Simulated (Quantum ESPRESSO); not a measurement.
# Several settings converged on CaGa (Cm, 4 atoms in the cell)

```
CELL_PARAMETERS angstrom
      2.11838    -5.64932     0.00000
      2.11838     5.64932     0.00000
      0.00000     0.00000     4.31520
ATOMIC_POSITIONS crystal
  Ca 0.35566 0.64434 0.76159
  Ca 0.64434 0.35566 0.25000
  Ga 0.06499 0.93501 0.75000
  Ga 0.93501 0.06499 0.25000
```

Base method: PBEsol, GBRV 1.5 ultrasoft (PBESOL) pseudopotentials (plane waves; Quantum ESPRESSO).

Base settings: ecutwfc = 50 Ry; ecutrho = 250 Ry; occupations = smearing; smearing = gaussian; degauss = 0.0073499 Ry; potentials = {Ca: ca_pbesol_v1.uspp.F.UPF, Ga: ga_pbesol_v1.4.uspp.F.UPF}; K_POINTS = automatic 3 3 3 0 0 0; conv_thr = 1e-10 Ry; mixing_beta = 0.4.

The count of work is k-points × plane waves × bands × iterations; it is no time. Core times come from one kind of shared machine, to one figure; runs under 30 s give none.

**The plane-wave cutoff**

Moved along: ecutrho.

The mesh stays at the base's, so the ladder's end is converged at best in this setting alone.

Only quantities that move along the ladder and can be compared are tabulated.

| ecutwfc | free energy less the last step's (meV/atom) | pressure (GPa) | largest difference of a force vector from the last step's (eV/Å) | count of work / last |
|---|---|---|---|---|
| 17.5 Ry | 12304.97 | -344.39 | 0.040 | 0.052 |
| 22 Ry | 2063.64 | -76.94 | 0.032 | 0.073 |
| 28 Ry | 158.42 | -8.39 | 0.002 | 0.11 |
| 35 Ry | 47.64 | -0.80 | 0.001 | 0.16 |
| 45 Ry | 30.03 | -1.15 | 0.000 | 0.23 |
| 50 Ry | 23.41 | -0.92 | 0.000 | 0.27 |
| 120 Ry | 0.00 | -0.85 | 0.000 | 1.0 |

Coarsest ecutwfc that holds the free energy within 5 meV/atom: not settled: the last two steps still differ by 23 meV/atom, over half the tolerance, so the ladder does not show it.

Coarsest ecutwfc that holds the forces within 0.01 eV/Å of the last step, with all finer ones: 28 Ry, at 0.11 of the last step's count of work; the step before is off by 0.032 eV/Å.

Coarsest ecutwfc that holds the pressure within 0.2 GPa of the last step, with all finer ones: 50 Ry, at 0.27 of the last step's count of work; the step before is off by 0.30 GPa.

At the lowest cutoff the pressure lies 344 GPa under the last step's, the usual sign of Pulay stress in an incomplete plane-wave basis.

**The cutoff for other potential files**

Level: DFT, PBEsol, plane waves, SSSP 1.1.2 efficiency (PBE) pseudopotentials.

In this ladder: pseudopotentials = {Ca: Ca_pbe_v1.uspp.F.UPF, Ga: Ga.pbe-dn-kjpaw_psl.1.0.0.UPF}; input_dft = pbesol. Moved along: ecutrho.

The second cell is the first with its lattice scaled by 0.98.

The mesh stays at the base's, so the ladder's end is converged at best in this setting alone.

Only quantities that move along the ladder and can be compared are tabulated.

```csv
ecutwfc,free energy less the last step's (meV/atom),energy of the compressed cell less the first (meV/atom),pressure (GPa),largest difference of a force vector from the last step's (eV/Å),count of work / last,core time / last (rough)
32 Ry,83.59,14.36,-0.79,0.273,0.13,0.2
49 Ry,7.35,5.63,-0.90,0.013,0.28,0.3
70 Ry,2.05,5.28,-0.83,0.002,0.54,0.5
105 Ry,0.00,5.23,-0.79,0.000,1.0,1
```

Coarsest ecutwfc that holds the free energy within 5 meV/atom of the last step, with all finer ones: 70 Ry; the step before is off by 7.4 meV/atom.

Coarsest ecutwfc that holds the energy of the compressed cell less the first within 0.5 meV/atom of the last step, with all finer ones: 49 Ry, at 0.28 of the last step's count of work and about 0.3 of the last step's time; the step before is off by 9.1 meV/atom.

Coarsest ecutwfc that holds the pressure within 0.1 GPa of the last step, with all finer ones: 70 Ry; the step before is off by 0.11 GPa.

**The relaxed cell against the cutoff**

On CaGa (Cmcm, 4 atoms in the cell): atoms on their sites.

In this ladder: calculation = vc-relax; tprnfor = default; tstress = default. Moved along: ecutrho.

The mesh stays at the base's, so the ladder's end is converged at best in this setting alone.

Only quantities that move along the ladder and can be compared are tabulated.

| ecutwfc | relaxed volume (Å³/atom) | relaxation steps |
|---|---|---|
| 25 Ry | 21.460 | 12 |
| 35 Ry | 24.721 | 8 |
| 50 Ry | 24.747 | 9 |
| 75 Ry | 24.710 | 9 |

Coarsest ecutwfc that holds the relaxed volume within 0.124 Å³/atom of the last step, with all finer ones: 35 Ry; the step before is off by 3.3 Å³/atom.

At the lowest cutoff the cell relaxes to a volume 13 % smaller than at the highest.

On the base run: the starting cell comes from a database of computed structures (which also holds hypothetical and non-ambient phases and stackings), without a prior relaxation at this level. Its lattice was rescaled by up to half a per cent. One atom was moved a little off its site on purpose. Without a gap this mesh is coarse (it stands for a supercell whose shortest vector is 13 Å).
